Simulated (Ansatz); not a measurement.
**CuZn (Pm-3m): resistivity and electron-phonon coupling**

Data:

```yaml
crystal:
  lattice:
    - [2.90716, 0.00000, 0.00000]
    - [0.00000, 2.90716, 0.00000]
    - [0.00000, 0.00000, 2.90716]
  atoms:
    - { symbol: Zn, position: [0.50000, 0.50000, 0.50000] }
    - { symbol: Cu, position: [0.00000, 0.00000, 0.00000] }
```

The numbers are results of PBEsol, DFPT electron-phonon coupling, linearised Boltzmann equation (plane waves, PAW, scalar-relativistic; Ansatz, an electronic-structure program), not measurements. How the cell was made: relaxed with this functional, without spin-orbit coupling.

The resistivity at 300 K is 4.4 μΩ·cm and the resistivity at 77 K is 0.80 μΩ·cm. The electron mean free path at 300 K (weighted by the current that each state carries) comes out as 17.1 nm, the electron-phonon coupling λ comes out as 0.31 and the transport coupling λ_tr is 0.35. The logarithmic mean phonon energy is 11.6 meV and the density of states at the Fermi level is 0.24 states/(eV·spin·cell). The drude plasma energy is 9.6 eV and the Tc for μ* = 0.10 (anisotropic Eliashberg) comes out as below 1 K. The Tc for μ* = 0.13 (anisotropic Eliashberg) is below 1 K.

A metal at this level (no band gap). Only scattering by harmonic phonons is included (no impurities, grain boundaries, electron-electron scattering or thermal expansion). Spin-orbit coupling is left out. The self-energy correction of the phonons between q points moved λ by 8 %. The squared frequency of the phonon mode least converged on the k mesh is uncertain by 23 %. Halving the electron mesh (28x28x28) moves the resistivity by up to 7 % at 300 K, the mean free path by up to 8 %, the coupling by up to 2 %. Smearing 0.20 eV; phonons on a 5x5x5 q mesh, which this run doesn't test and which matters most at low temperature. Tc comes from the anisotropic Migdal-Eliashberg equations with μ*, a chosen number, referred to 15.7 meV.
